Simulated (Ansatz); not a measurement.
Mn_Si in 4H silicon carbide (start: the Si(k) site; 96-site cell, 2×2×2 shifted sampling). These are PBE, PAW (plane waves to 420 eV; Ansatz, a quantum-chemistry and plane-wave program) values and carry that method's errors. Total energies of the localised charge states, counted from that of charge +1, and their image corrections (point charge with alignment); the host's valence-band maximum lies at 9.362 eV on the cells' energy zero and its gap is 2.23 eV.

```csv
charge,moment (μB),E − E(first) (eV),correction (eV)
+1,2.0,0.000,0.232
0,3.0,10.634,0.000
−1,4.0,21.355,0.106
−2,5.0,32.228,0.546
```

### Question
Derive the transition levels above the valence-band maximum and say which of them are thermodynamic.

### Answer
A level is the Fermi energy at which two charges have equal formation energy: ε(q/q′) = [E(q′) + corr(q′) − E(q) − corr(q)] / (q − q′) − E_VBM.
ε(+1/0) = [(10.634 + 0.000) − (0.000 + 0.232)] / 1 − 9.362 = 1.04 eV
ε(0/−1) = [(21.355 + 0.106) − (10.634 + 0.000)] / 1 − 9.362 = 1.46 eV
ε(−1/−2) = [(32.228 + 0.546) − (21.355 + 0.106)] / 1 − 9.362 = 1.95 eV
Thermodynamic levels at least 0.1 eV inside the gap: (+1/0) at 1.04 eV; (0/−1) at 1.46 eV; (−1/−2) at 1.95 eV. They hold to tenths of an eV in this cell. Only the charges listed were compared. Flagged in the runs: a host whose relaxation on this sampling wasn't shown to rest.
